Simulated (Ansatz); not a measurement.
Consider Ga$_{2}$O$_{3}$ in the corundum structure (space group R-3c, No. 167; a = 5.0577 Å, c = 13.6230 Å (hexagonal axes)). Axes: x lies along a and z along c of the hexagonal cell.

Method: PBE (Ansatz, a quantum-chemistry and plane-wave program; PAW; 420 eV plane waves; spin-orbit coupling left out).

Base values:

* **Electron mass**: 0.21 mₑ (at Γ)

It is then changed as follows: biaxial strain −1.50 %, plane normal [001], relaxed out of plane (Cartesian); in-plane vectors clamped, the third vector and the atoms free.

Question: What happens to the ratio −ε⊥/ε∥, energy relative to the base and electron mass?

Answer: The ratio −ε⊥/ε∥ amounts to 0.72; the energy grows by 6.3 meV/atom; the electron mass becomes 0.22 mₑ (at Γ) (base: 0.21 mₑ (at Γ)).

The levels and masses belong to the bands next to the band gap. Masses are band curvatures over ±0.01 Å⁻¹ around the edge. Stability against distortions was not tested.
